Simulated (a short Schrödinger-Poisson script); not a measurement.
## MOS inversion layer, SiO2 on p-type Si(100)

Structure: MOS inversion layer, SiO2 on p-type Si(100), at 300 K.

| layer | material | thickness (nm) | Na (cm⁻³) |
|---|---|---|---|
| 1 | SiO2 | 2.7 | - |
| 2 | Si | 810 | 2.8e17 |

Constants are typed, rounded textbook-type inputs, not results; the design itself was drawn at random and stands for no fabricated device. SiO2: permittivity 3.9, conduction-band edge (eV) 3.15, gap (eV) 9, electron mass (mₑ) 0.5. Si: permittivity 11.7, conduction-band edge (eV) 0, gap (eV) 1.124, Nv at 300 K (cm⁻³) 3.1e19.

Channel valleys (confinement mass, in-plane density-of-states mass, number): Δ2 0.916, 0.19, 2; Δ4 0.19, 0.417, 4. At the gate the conduction-band edge of layer 1 lies 3.45 eV − eVg above the Fermi level of the channel; the field vanishes at the back. Gaps are held at their typed values at every temperature. Mesh 0.03 nm at interfaces.

Solved with a short Schrödinger-Poisson script written for these runs: 1D Poisson equation in equilibrium, electrons quantum, Hartree (BenDaniel-Duke, 12 states a valley, the channel's in-plane mass for all, wave functions ending at the dielectric), parabolic valleys, classical holes, full ionisation, no traps, pinning or gate leakage.

```tsv
Vg (V)	electrons (cm⁻²)	C (μF/cm²)	Δ2 E0 (meV)	Δ2 E1 (meV)	Δ4 E0 (meV)	Δ4 E1 (meV)
0.2	6.42e6	0.162	363.5	412.4	408.6	488.9
0.3	1.64e8	0.154	278.7	329.8	325.8	409.8
0.4	4.24e9	0.165	193.5	246.7	242.5	330.1
0.5	7.96e10	0.403	116.7	172.0	167.7	258.4
0.6	4.16e11	0.765	72.2	130.5	126.3	219.5
0.7	9.28e11	0.909	49.3	111.1	106.9	202.2
0.8	1.51e12	0.974	34.6	99.8	95.7	192.8
0.9	2.12e12	1.01	23.6	92.1	88.1	186.7
1	2.76e12	1.03	14.6	86.3	82.4	182.4
1.1	3.41e12	1.05	7.0	81.7	77.9	179.1
1.2	4.07e12	1.06	0.3	77.9	74.2	176.6
1.3	4.73e12	1.07	-5.8	74.7	71.0	174.4
1.4	5.40e12	1.08	-11.4	71.8	68.3	172.7
1.5	6.08e12	1.09	-16.7	69.3	65.8	171.1
1.6	6.76e12	1.09	-21.7	67.0	63.6	169.8
1.7	7.45e12	1.10	-26.4	64.9	61.5	168.6
1.8	8.13e12	1.10	-30.9	62.9	59.6	167.5
1.9	8.82e12	1.11	-35.3	61.0	57.8	166.6
2	9.52e12	1.11	-39.6	59.3	56.1	165.7
```

Gate voltages with under 1e6 electrons/cm² are left out.

Subbands count from the Fermi level.
